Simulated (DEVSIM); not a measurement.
Device: Ru/Si3N4/p-Ge capacitor, at 400 K.

| layer (left to right) | material | thickness (nm) | Na (cm⁻³) |
|---|---|---|---|
| 1 | Si3N4 | 18.0 | - |
| 2 | Ge | 890 | 4.5e17 |

Metal gate on the left, work function 4.7 eV. Fixed charge at the semiconductor interface 0 cm⁻² (in units of +e); no interface traps.

Constants are typed, rounded textbook-type inputs, not results; the design itself was drawn at random and stands for no fabricated device. Values at 300 K; Nc and Nv go as T^1.5, mobilities as T to minus their exponent, the gap by Varshni's rule with the affinity fixed.

| parameter | Si3N4 | Ge |
|---|---|---|
| gap (eV) | 5.1 | 0.664 |
| affinity (eV) | 2.1 | 4 |
| permittivity | 7.5 | 16 |
| Nc (cm⁻³) | - | 1.04e19 |
| Nv (cm⁻³) | - | 6e18 |
| Varshni α (eV/K) | - | 0.000477 |
| Varshni β (K) | - | 235 |

Simulated with DEVSIM: 1D Poisson equation in equilibrium, Boltzmann statistics, complete ionisation; no quantum confinement or tunnelling. Metal contacts follow the ideal Schottky-Mott rule: no Fermi-level pinning, no interface dipoles.

Base results: flat-band voltage (V) 0.18; threshold voltage (band bending 2φF) (V) 1.35; capacitance of the dielectric stack (μF/cm²) 0.369; minimum of the low-frequency capacitance (μF/cm²) 0.206.

What follows from this one change: temperature 400 → 350 K?

flat-band voltage 0.18 → 0.14 V; threshold voltage (band bending 2φF) 1.35 → 1.43 V; capacitance of the dielectric stack little changed (0.369 μF/cm²); minimum of the low-frequency capacitance 0.206 → 0.194 μF/cm².

What follows from this one change: substrate doping 4.5e+17 → 2.2e+16 cm^-3?

flat-band voltage 0.18 → 0.28 V; threshold voltage (band bending 2φF) 1.35 → 0.59 V; capacitance of the dielectric stack little changed (0.369 μF/cm²); minimum of the low-frequency capacitance 0.206 → 0.121 μF/cm².
